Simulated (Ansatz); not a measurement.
System: hexagonal WC. Method: r²SCAN (PAW; Ansatz, a first-principles code).

Run with plane-wave cutoff 600 eV, 24×24×22 k mesh (along the axes of the cell as run), Fermi–Dirac smearing 0.055 eV (set by the program), no spin polarisation, scalar-relativistic PAW data made under PBE.

Computed at the level's own relaxed cell.

Elastic tensor (GPa, Voigt notation, ions relaxed):

```
  738.6   236.9   174.8     0.0     0.0     0.0
  236.9   738.6   174.8     0.0     0.0     0.0
  174.8   174.8   993.1     0.0     0.0     0.0
    0.0     0.0     0.0   316.1     0.0     0.0
    0.0     0.0     0.0     0.0   316.1     0.0
    0.0     0.0     0.0     0.0     0.0   250.9
```

Problem. Work out the Voigt, Reuss and Hill averages of the bulk and shear moduli, Young's modulus and Poisson's ratio from the printed constants.

Solution. K_V = [C11 + C22 + C33 + 2(C12 + C13 + C23)]/9 = [2470.3 + 2 × 586.5]/9 = 404.8 GPa. G_V = [2470.3 − 586.5 + 3 × 883.1]/15 = 302.2 GPa. From the compliances S = C⁻¹, K_R = 401.2 and G_R = 294.5 GPa. Hill means: K = 403.0, G = 298.4 GPa. E = 9KG/(3K + G) = 718 GPa, ν = (3K − 2G)/(6K + 2G) = 0.20, K/G = 1.35.

Spin–orbit coupling is not included.

Computed values are for the static lattice.
